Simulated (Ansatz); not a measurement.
The starting structures come from a database of crystals and need not be the phases stable at ambient conditions.

By PBEsol, the system below comes out a metal.

Here is the system:

```
CELL_PARAMETERS angstrom
      3.29947     0.00000     0.00000
      0.00000     4.66616     0.00000
      0.00000     2.33308     2.33308
ATOMIC_POSITIONS crystal
  Sc 0.50000 0.50000 0.00000
  Pd 0.00000 0.00000 0.00000
```

The cell is taken as given; by PBEsol it stands under a pressure of -3.5 GPa.

The current flows along the normal of the first two printed cell vectors, the (110) plane of the conventional cell. No spin-orbit coupling; the value is a mean over 0.1 eV about the Fermi level.

**Question.** Estimate the ballistic conductance per area that PBEsol (Ansatz, an electronic-structure program) returns for this system.

**Answer.** 0.96 × 10¹⁵ S/m² for both spins.
